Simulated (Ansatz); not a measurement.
How the c axis length of HfGe₂ (model structure, started from the MoSi2 type, I4/mmm, No. 139, 3 atoms in the cell) moves with the method

No measured value is used here.

| level (code) | value (Å) |
|---|---|
| PBE (Ansatz) | 9.082 |
| PBEsol (Ansatz) | 9.001 |
| PBE-D3(BJ) (Ansatz) | ? |

Question: Complete the blanks.

Answer: 
- PBE-D3(BJ) (Ansatz, a quantum-chemistry and plane-wave program), value (Å): 9.043

Density-functional levels without +SOC have no spin–orbit coupling. Ansatz's density-functional and Hartree–Fock values are scalar-relativistic unless marked +SOC, with PAW data made under PBE.

A model structure was made by putting elements into a prototype or built by hand; it is no filed structure, need not be a known phase, and can be a saddle point held by its symmetry.
